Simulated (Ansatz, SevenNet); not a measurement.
For Ti3Al (P6₃/mmc, No. 194), the machine-learned potential SevenNet-l3i5 (trained on PBE and PBE+U data) gives:

| Property | Result |
|---|---|
| lattice constant a | 5.740 Å |
| c axis length | 4.676 Å |
| enthalpy of formation | -0.325 eV/atom |

**Question.** What does PBEsol in Ansatz (PAW) give for the same quantities?

**Answer.** 
- lattice constant a: 5.690 Å (shrinks by 0.9 %)
- lattice parameter c: 4.609 Å (falls by 1.4 %)
- formation enthalpy: -0.284 eV/atom (moves by +0.041 eV/atom)

Changes are worked out from the printed values.

Unless a cell is named, each level is at its own relaxed cell (SevenNet-l3i5 16.67, PBEsol 16.16 Å³/atom).

Ansatz's density-functional and Hartree–Fock values are scalar-relativistic unless marked +SOC, with PAW data made under PBE.

Ansatz is a quantum-chemistry and plane-wave program.
